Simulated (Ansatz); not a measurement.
Data:

Host crystal: anatase TiO2, with a band gap (PBE, scalar-relativistic without spin-orbit coupling).

End structure of Cl on the 1x1 (101) surface of anatase TiO2 (cut with top plane O), one in a 2x1 cell, started at the site 'top O #2':

```yaml
crystal:
  lattice:
    - [7.59752, 0.00000, 0.00000]
    - [1.89938, 5.20899, 0.00000]
    - [0.00000, 0.00000, 28.50000]
  atoms:
    - { symbol: O, position: [0.14089, 0.43645, 0.33526] }
    - { symbol: O, position: [0.64089, 0.43645, 0.33526] }
    - { symbol: Ti, position: [0.06428, 0.74287, 0.36727] }
    - { symbol: Ti, position: [0.56428, 0.74287, 0.36727] }
    - { symbol: O, position: [0.28898, 0.84409, 0.35911] }
    - { symbol: O, position: [0.78898, 0.84409, 0.35911] }
    - { symbol: O, position: [0.46828, 0.12690, 0.38395] }
    - { symbol: O, position: [0.96828, 0.12690, 0.38395] }
    - { symbol: Ti, position: [0.19890, 0.20438, 0.38398] }
    - { symbol: Ti, position: [0.69890, 0.20438, 0.38398] }
    - { symbol: O, position: [0.11103, 0.55589, 0.41952] }
    - { symbol: O, position: [0.61103, 0.55589, 0.41952] }
    - { symbol: O, position: [0.21927, 0.12291, 0.45736] }
    - { symbol: O, position: [0.71927, 0.12291, 0.45736] }
    - { symbol: Ti, position: [0.13360, 0.46240, 0.48967] }
    - { symbol: Ti, position: [0.63494, 0.45952, 0.48922] }
    - { symbol: O, position: [0.36414, 0.54295, 0.49081] }
    - { symbol: O, position: [0.86412, 0.54161, 0.49131] }
    - { symbol: O, position: [0.04178, 0.83128, 0.50912] }
    - { symbol: O, position: [0.54237, 0.83135, 0.50948] }
    - { symbol: Ti, position: [0.27249, 0.91193, 0.50990] }
    - { symbol: Ti, position: [0.77171, 0.91153, 0.51139] }
    - { symbol: O, position: [0.18681, 0.25029, 0.54226] }
    - { symbol: O, position: [0.68501, 0.25035, 0.54225] }
    - { symbol: O, position: [0.29332, 0.82141, 0.58054] }
    - { symbol: O, position: [0.79837, 0.82122, 0.58253] }
    - { symbol: Ti, position: [0.20363, 0.17065, 0.61487] }
    - { symbol: Ti, position: [0.70620, 0.17341, 0.61469] }
    - { symbol: O, position: [0.43161, 0.25953, 0.61473] }
    - { symbol: O, position: [0.93523, 0.25653, 0.61511] }
    - { symbol: O, position: [0.11524, 0.54172, 0.64129] }
    - { symbol: O, position: [0.61365, 0.53850, 0.64125] }
    - { symbol: Ti, position: [0.34545, 0.63647, 0.63315] }
    - { symbol: Ti, position: [0.83212, 0.64156, 0.63789] }
    - { symbol: O, position: [0.26537, 0.94488, 0.66417] }
    - { symbol: O, position: [0.74773, 0.96176, 0.66512] }
    - { symbol: Cl, position: [0.99129, 0.48103, 0.71700] }
```

Slab: 37 atoms, 9.4 Å thick at the start under the adsorbate (thin: gaps and levels are the slab's own); k 3x4x1, smearing 0.01 eV, dipole-corrected; 14 atoms held, the rest relaxed; no symmetry held; spin-polarised, ending with about 1.0 μB a cell; orders that need a larger cell were not tried, no spin-orbit, no U, no dispersion correction. At the end it is bonded to Ti. In PBE it is, or lies within 0.03 eV of, the lowest of the starts that converged.

A negative adsorption energy means that the adsorbate is more stable on the surface than in its reference.

Q: What adsorption energy against ½ Cl2(g) does PBE (Ansatz, an electronic-structure program) give?

A: 0.91 eV

Q: What is the computed change of the step from the bottom to the top vacuum level, against the clean slab (PBE)?

A: 0.46 eV

Q: Predict the gap of the slab on its k-mesh from PBE.

A: 0.88 eV

Q: Estimate the highest filled level below the top vacuum level that PBE returns for this input.

A: 7.85 eV
